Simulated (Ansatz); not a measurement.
Defect: Ti-vacancy pair (Ti on one host W site, one W site vacant) in bcc W, neutral cell. Computed with PBE, PAW (plane waves to 420 eV; Ansatz, a program for electronic structure).

Settings: 36 host sites, the relaxed PBE lattice, a 2×2×3 k-point mesh shifted by half a step, smearing 0.10 eV, spin-restricted, no image-charge correction. Static, classical nuclei. Spin-orbit coupling is left out. Forms of the defect that were not tried may lie lower.

Barriers: single points on a 3×3×5 k-point mesh shifted by half a step at the bands' geometries (they differ from the bands' own by up to 0.10 eV, and are uncertain by about as much).

The step: Ti and the vacancy change places (Ti-vacancy distance between ideal sites 2.76 Å throughout). Atoms about the jump, Cartesian Å from the middle of the jump, before and after:

| atom | x0 | y0 | z0 | x1 | y1 | z1 |
|---|---|---|---|---|---|---|
| Ti1 | -0.74 | -0.74 | -0.73 | 0.74 | 0.74 | 0.73 |
| W2 | 2.37 | -0.79 | -0.78 | 2.39 | -0.81 | -0.81 |
| W3 | -0.79 | 2.38 | -0.78 | -0.81 | 2.39 | -0.81 |
| W4 | 0.81 | -2.39 | 0.81 | 0.79 | -2.37 | 0.78 |
| W5 | -2.39 | 0.81 | 0.81 | -2.38 | 0.79 | 0.78 |
| W6 | -0.79 | -0.79 | 2.39 | -0.81 | -0.81 | 2.42 |
| W7 | 0.81 | 0.81 | -2.42 | 0.79 | 0.79 | -2.39 |
| W8 | 2.37 | 2.37 | -0.77 | 2.38 | 2.38 | -0.80 |
| W9 | -2.38 | -2.38 | 0.80 | -2.37 | -2.37 | 0.77 |
| W10 | 2.37 | -0.78 | 2.36 | 2.37 | -0.80 | 2.38 |
| W11 | -0.78 | 2.37 | 2.36 | -0.80 | 2.37 | 2.38 |
| W12 | 0.80 | -2.37 | -2.38 | 0.78 | -2.37 | -2.36 |
| W13 | -2.37 | 0.80 | -2.38 | -2.37 | 0.78 | -2.36 |

**Question.** Where do these atoms stand at the saddle point, and how high is it?

**Answer.** 
| atom | x | y | z |
|---|---|---|---|
| Ti1 | 0.00 | 0.00 | -0.01 |
| W2 | 2.43 | -0.84 | -0.84 |
| W3 | -0.84 | 2.43 | -0.84 |
| W4 | 0.83 | -2.43 | 0.82 |
| W5 | -2.44 | 0.83 | 0.82 |
| W6 | -0.82 | -0.82 | 2.46 |
| W7 | 0.82 | 0.82 | -2.48 |
| W8 | 2.34 | 2.34 | -0.81 |
| W9 | -2.34 | -2.34 | 0.78 |
| W10 | 2.36 | -0.80 | 2.33 |
| W11 | -0.80 | 2.36 | 2.33 |
| W12 | 0.80 | -2.37 | -2.35 |
| W13 | -2.37 | 0.80 | -2.35 |
It lies 1.01 eV above the start and 1.01 eV above the end. The saddle point's order was not checked, and it lies on a symmetry element of the cell, where a band can be held.
